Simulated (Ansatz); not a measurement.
The parent structure is BN in the zinc blende structure (space group F-43m, No. 216).

BN is taken in the cubic space group F-43m (No. 216), the zinc blende structure, Pearson symbol cF8. Cell: a = b = c = 3.610 Å, α = β = γ = 90.00°. B on 4a sees 4 N at 1.563 Å (tetrahedral). N on 4d is surrounded by 4 B at 1.563 Å (tetrahedral). (Neighbours: up to the widest gap in distance over summed covalent radii, below 1.35, at either atom.)
(The calculation used a cell of 2 atoms; values per cell refer to that cell.)

Computed with Ansatz (a first-principles code), r2SCAN, PAW, cutoff 500 eV, spin-orbit coupling left out.

One change was made to it. Results:

The band gap rises by 0.085 eV (5.00 eV → 5.09 eV); the electron mass goes from 0.87 mₑ along k, 0.29 mₑ across (at X) to 0.85 mₑ along k, 0.29 mₑ across (at X); the hole mass (degenerate bands, along [100]) goes from 0.48, 0.51, 0.51 mₑ (at Γ) to 0.50 mₑ (at Γ); the shortest interatomic distance decreases by 3.5 pm (156.3 pm → 152.8 pm).

Name the change that was made.
(A) pressure 30 GPa
(B) pressure 2.1 GPa
(C) pressure −2 GPa

A, pressure 30 GPa. For comparison, the band gap in the other runs: pressure 2.1 GPa gives 5.01 eV; pressure −2 GPa gives 5.00 eV.

Load acts through the strain it causes; cell and atoms are relaxed under it. Effective masses come from finite differences of ±0.01 Å⁻¹. Along k means along the line from Γ to the band edge. Whether these cells are dynamically stable was not tested. No other phases were tried under pressure.
